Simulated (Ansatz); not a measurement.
Input:

```
BaAg2GeS4
1.0
    6.52459     0.00000     0.00000
    0.00000     6.52459     0.00000
    3.26230    -3.26230     4.27159
Ge Ag S Ba
1 2 4 1
Direct
  0.50000   0.50000   0.00000
  0.25000   0.25000   0.50000
  0.75000   0.75000   0.50000
  0.84625   0.15375   0.69511
  0.15375   0.45864   0.30489
  0.45864   0.54136   0.69511
  0.54136   0.84625   0.30489
  0.00000   0.00000   0.00000
```

No spin polarisation.

Computed with Kohn–Sham DFT with the PBEsol functional, run in Ansatz (a first-principles code) with PAW and 420 eV plane waves, without spin-orbit coupling. Settings: 7×7×7 k-points, 0.05 eV Fermi–Dirac smearing.

**Question.** What is the computed band gap?

**Answer.** 0.92 eV.

**Question.** Predict the hole mass.

**Answer.** 0.59 mₑ along k, 0.72 mₑ across (at M).

**Question.** What gap character does the calculation give?

**Answer.** Indirect, M → Γ.

The cells carry an imposed strain or load. Masses are band curvatures over ±0.01 Å⁻¹ around the edge. Along k means along the line from Γ to the band edge. No phonon test of stability was made. The cell was made from BaAg₂GeS₄ (space group I-42m, No. 121) by this change: biaxial strain −3.00 %, plane normal [001], relaxed out of plane.
